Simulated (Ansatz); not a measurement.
# A computed series for BaHfO3: response to strain

Base system: BaHfO$_{3}$ in the cubic perovskite structure (space group Pm-3m, No. 221).

```
CELL_PARAMETERS angstrom
      4.15753     0.00000     0.00000
      0.00000     4.15753     0.00000
      0.00000     0.00000     4.15753
ATOMIC_POSITIONS crystal
  Ba 0.00000 0.00000 0.00000
  Hf 0.50000 0.50000 0.50000
  O  0.50000 0.00000 0.50000
  O  0.00000 0.50000 0.50000
  O  0.50000 0.50000 0.00000
```

Cartesian axes are those of the cell as printed.

Strains are applied to the cell and any free atomic positions relax; under biaxial strain the out-of-plane vector relaxes too.

Method: PBEsol/PAW in Ansatz (a first-principles code), without spin-orbit coupling.

```tsv
biaxial strain, plane normal [111], relaxed out of plane (%)	band gap (eV)
0	3.58
0.5	3.51
1	3.45
1.5	3.37
2	?
2.5	3.23
```

Fit E_g = E₀ + Dε (ε in %) to the rows shown and predict the withheld row.

Least squares on the printed values gives E₀ = 3.58 eV, D = -140 meV per % of strain (largest residual 0.01 eV); this predicts 3.30 eV, and the run gives 3.30 eV, in agreement.

Spin-orbit coupling, missing from the scalar runs, can matter with Hf. Whether these cells are dynamically stable was not tested.
